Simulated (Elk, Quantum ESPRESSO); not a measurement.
An Elk input for a self-consistent single point of Na₂AlGe₂ (P4/mmm, 5 atoms in the cell) (DFT, LDA (PW92), all-electron FP-LAPW, Elk's shipped species files, APW+lo basis with extra local orbitals):

```
tasks
  0

xctype
  3

rgkmax
  7.5

gmaxvr
  16.0

nxlo
  2

lorbcnd
  .true.

lmaxi
  3

stype
  0

swidth
  0.00183747

scale
  1.889726125

avec
    2.9342910000    0.0000000000    0.0000000000
    0.0000000000    2.9342910000    0.0000000000
    0.0000000000    0.0000000000   14.2970270000

atoms
  3   : nspecies
  'Na.in'   : spfname
  2   : natoms; atposl, bfcmt below
  0.5000000000  0.5000000000  0.6104500000    0.0 0.0 0.0
  0.5000000000  0.5000000000  0.3895500000    0.0 0.0 0.0
  'Al.in'   : spfname
  1   : natoms; atposl, bfcmt below
  0.5000000000  0.5000000000  0.0000000000    0.0 0.0 0.0
  'Ge.in'   : spfname
  2   : natoms; atposl, bfcmt below
  0.5000000000  0.5000000000  0.1830300000    0.0 0.0 0.0
  0.5000000000  0.5000000000  0.8169700000    0.0 0.0 0.0

ngridk
  8 8 2
```

Task: Write the same calculation as an input for Quantum ESPRESSO.

Result: One input that does it (others would too):

```fortran
&control
   calculation = 'scf'
   outdir = './tmp'
   pseudo_dir = './'
   tprnfor = .true.
   tstress = .true.
/
&system
   ibrav = 0
   nat = 5
   ntyp = 3
   ecutwfc = 50
   ecutrho = 250
   occupations = 'smearing'
   smearing = 'gauss'
   degauss = 0.0036749
/
&electrons
   conv_thr = 1.0d-9
/
ATOMIC_SPECIES
Na    22.9898  na_lda_v1.5.uspp.F.UPF
Al    26.9815  al_lda_v1.uspp.F.UPF
Ge    72.6300  ge_lda_v1.4.uspp.F.UPF
CELL_PARAMETERS angstrom
   2.93429100     0.00000000     0.00000000
   0.00000000     2.93429100     0.00000000
   0.00000000     0.00000000    14.29702700
ATOMIC_POSITIONS crystal
Na    0.50000000    0.50000000    0.61045000
Na    0.50000000    0.50000000    0.38955000
Al    0.50000000    0.50000000    0.00000000
Ge    0.50000000    0.50000000    0.18303000
Ge    0.50000000    0.50000000    0.81697000
K_POINTS automatic
8 8 2  0 0 0
```

Basis settings and potentials, where a program has them, do not carry over. This input uses DFT, LDA (PZ), plane waves, GBRV 1.5 ultrasoft (LDA) pseudopotentials. LDA parametrisations can differ slightly between programs.

The starting cell comes from a database of computed structures (which also holds hypothetical and non-ambient phases and stackings), without a prior relaxation at this level. Its lattice was rescaled by a random factor within 2.5 % of one.
